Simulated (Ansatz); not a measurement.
## Response to strain in Sr3BiN

Consider Sr3BiN in the anti-perovskite structure (space group Pm-3m, No. 221; a = 5.1710 Å; a cell from a computed database, its experimental status unchecked). Axes: x, y, z lie along the cube axes.

Strains are applied to the cell and any free atomic positions relax.

Level of theory: PBEsol (Ansatz, a program for electronic structure; PAW; 420 eV plane waves; no spin-orbit coupling).

Notes on the quantities. pressure: mean of the normal stresses, compression positive; energy relative to the base: free energy F.

```tsv
case	pressure	band gap	energy relative to the base	volume per atom
base	0.0 GPa	0.20 eV	0 meV/atom	27.65 Å³
uniaxial strain ε_yy = −2.27 %	1.2 GPa	zero	+4.9 meV/atom	27.03 Å³
uniaxial strain ε_yy = +0.69 %	-0.32 GPa	0.19 eV	+0.4 meV/atom	27.84 Å³
uniaxial strain ε_yy = +1.09 %	-0.50 GPa	0.17 eV	+1.0 meV/atom	27.96 Å³
uniaxial strain ε_zz = +0.28 %	-0.13 GPa	0.19 eV	+0.1 meV/atom	27.73 Å³
```

Spin-orbit coupling, missing from the scalar runs, can matter with Bi. Stability against distortions was not tested. The final runs are not spin-polarised. Gaps under 0.05 eV, about the width of the smearing, are given as zero. The zero or small gap of Sr3BiN can change with the level of theory.
